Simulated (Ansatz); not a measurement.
## CuI: pressure series

Base system: CuI (space group P4/nmm, No. 129; a = 4.054 Å, c = 6.350 Å; a cell from a computed database, its experimental status unchecked; layered, stacked along the Cartesian z axis).

Cell and atoms are relaxed at each pressure.

Method: Ansatz (a first-principles code), r2SCAN+rVV10, PAW, cutoff 500 eV, without spin-orbit coupling, earlier PAW set.

Candidates:
(a) pressure −1 GPa
(b) pressure 10 GPa
(c) pressure 3 GPa

Before the change:

- Width of the top valence band = 1.14 eV

Q: Order them by width of the top valence band, highest first.

A: (b) pressure 10 GPa (1.82 eV), (c) pressure 3 GPa (1.39 eV), (a) pressure −1 GPa (1.00 eV)

Spin-orbit coupling, missing from the scalar runs, can matter with I. The levels and masses belong to the bands next to the band gap. Load acts through the strain it causes; cell and atoms are relaxed under it. No phonon test of stability was made. No other phases were tried under pressure. The final runs are not spin-polarised. This is not the structure that CuI has at room temperature and ambient pressure.
